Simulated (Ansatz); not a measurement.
The reference is SiC in the wurtzite structure (space group P6_3mc, No. 186; a = 3.0759 Å, c = 5.0477 Å). Axes: x lies along a and z along c of the hexagonal cell.

The values are results of plane-wave PAW DFT at the PBEsol level (Ansatz, a first-principles code, 420 eV), no spin-orbit coupling, not measurements.

The change: an isotropic linear strain of +1.12 %; the atoms relax in the strained cell.

Problem. Predict the stress tensor and what it implies for the stiffness.

Solution. Stress of the strained cell less that of the base (GPa, compression positive):
```
  -7.02    0.00    0.00
   0.00   -7.02    0.00
   0.00    0.00   -6.86
```

Then B = −ΔP/(ΔV/V₀) with ΔV/V₀ = 0.0340 gives secant stiffness values (nonlinear terms included at this strain): B (at held cell shape, above the free-shape value) ≈ 205 GPa.

As a check, the harmonic strain energy −½ V₀ Δσ:ε is 7.6 meV/atom; the computed energy rise is 7.8 meV/atom.

Whether these cells are dynamically stable was not tested.
